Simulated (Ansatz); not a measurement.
Reference: InP (F-43m), HSE06, rigid bands (plane waves, PAW, scalar-relativistic; Ansatz, a first-principles code); axes and stresses refer to this cell.

```xyz
2
Lattice="0.0000 2.9390 2.9390 2.9390 0.0000 2.9390 2.9390 2.9390 0.0000" Properties=species:S:1:pos:R:3 pbc="T T T"
In     0.0000     0.0000     0.0000
P      1.4695     1.4695     1.4695
```

The Seebeck coefficient, p-type 1e19 cm⁻³ is 339 μV/K, the band gap is 1.45 eV and the electron conductivity mass comes out as 0.095 mₑ.

### Question
Change: uniaxial stress along [001] of -3 GPa (compression positive). What happens to Seebeck coefficient, p-type 1e19 cm⁻³, band gap, electron conductivity mass?

### Answer
Seebeck coefficient, p-type 1e19 cm⁻³ shrinks to 284 μV/K; band gap shrinks to 1.23 eV; electron conductivity mass decreases to 0.089 mₑ.

Masses are for dilute carriers at 300 K, harmonic means over directions unless an axis is named. Seebeck coefficients are for the stated density at 300 K, with one relaxation time for all states and whether or not that doping can be reached. Spin-orbit coupling is left out unless a row names it; without it hole values are far off for these elements. Stresses and pressures are the targets of the relaxation.  The structure type is held under load, also where the real crystal would transform.
